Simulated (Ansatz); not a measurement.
Consider Zr in the hcp (Mg type) structure (space group P6_3/mmc, No. 194; a = 3.1842 Å, c = 5.1167 Å).

Method: PBEsol in Ansatz (plane waves to 420 eV, PAW, spin-orbit coupling left out).

One change was made to it. Results:

```json
[
 {"quantity": "c/a ratio", "base": "1.607", "after": "1.644"},
 {"quantity": "shortest interatomic distance", "base": "5.953 bohr", "after": "5.724 bohr"}
]
```

Q: What was done to the base?
A. pressure 15 GPa
B. pressure 30 GPa
C. pressure 2.1 GPa
D. pressure 4.5 GPa
E. pressure 0.9 GPa

A: A, pressure 15 GPa. For comparison, the c/a ratio in the other runs: pressure 30 GPa gives 1.700; pressure 2.1 GPa gives 1.611; pressure 0.9 GPa gives 1.608; pressure 4.5 GPa gives 1.616.

Load acts through the strain it causes; cell and atoms are relaxed under it. Stability against distortions was not tested. The final runs are not spin-polarised. Measured, Zr leaves this structure (for the ω phase) near 3 GPa (temperature not stated; as listed in C. Cazorla, D. Alfè, M. J. Gillan, Physical Review B (2008)).

Ansatz is a quantum-chemistry and plane-wave program.
